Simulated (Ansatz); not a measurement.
The starting structures come from a database of crystals and need not be the phases stable at ambient conditions.

Here is the system:

```xyz
4
Lattice="3.9302 0.0000 0.0000 1.9651 3.4037 0.0000 1.9651 1.1346 6.4173" Properties=species:S:1:pos:R:3 pbc="T T T"
Ga     5.8953     3.4037     0.0470
Ga     3.9302     2.2691     3.1606
P      3.9302     2.2691     0.8017
As     1.9651     1.1346     4.0121
```

Space group of this cell: R3m. The cell is taken as given.

Computed with r2SCAN (plane waves, PAW; Ansatz, an electronic-structure program).

The current runs along the normal of the first two printed vectors; no spin-orbit coupling. Scaled by the factor s: the length along the current (ions clamped). Meshes 10×10×10 and 12×12 across the current in all rows.

```csv
s,mean pressure (GPa),band gap (eV)
0.97,2.8,?
1.00,0.0,1.46
1.03,-2.1,1.22
```

**Question.** Take the slope of the band gap against ln s from the two given rows, extrapolate to s = 0.97, and say what the run there gives.

**Answer.** Slope = (1.22 − 1.46) / ln 1.03 = -8.12 eV. The line gives 1.46 + (-8.12) × ln 0.97 = 1.71 eV. The run gives 1.42 eV, 0.29 eV under the line, 116 % of the predicted step.
